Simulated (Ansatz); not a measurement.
Cost and result by functional for the adsorption energy of H2O on the 1x1 (110) surface of bcc W, one in a 2x2 cell, started at the site 'bridge W-W (span 3.2 Å)', in Ansatz (plane waves, PAW). Single points on the PBE structure, on one kind of machine; costs are rough ratios of the slab run's core time (references not counted) to the cheapest single point. r2SCAN's cost holds its higher cutoff (500 against 420 eV). Differences are taken against r2SCAN for comparison alone: no measured value is at hand, so the table doesn't rank accuracy.

Slab: 19 atoms, 6.6 Å thick at the start under the adsorbate (thin: gaps and levels are the slab's own); k 6x6x1, smearing 0.1 eV, dipole-corrected; 8 atoms held, the rest relaxed; no symmetry held; no spin, no spin-orbit, no U, no dispersion correction. At the end it is bonded to W. In PBE it is, or lies within 0.03 eV of, the lowest of the starts that converged. These notes are the PBE run's. Adsorption energies are against H2O(g). A negative adsorption energy means that the adsorbate is more stable on the surface than in its reference.

```tsv
functional	relative cost	adsorption energy (eV)	less r2SCAN (eV)
RPBE	1	-0.28	0.35
r2SCAN	2	-0.63	0.00
PBE (the relaxed run's value)	–	-0.52	0.11
```

The values span 0.35 eV, while the single points' costs differ by a factor of roughly 2. Differences are of unrounded values.

Ansatz is a program for electronic structure.
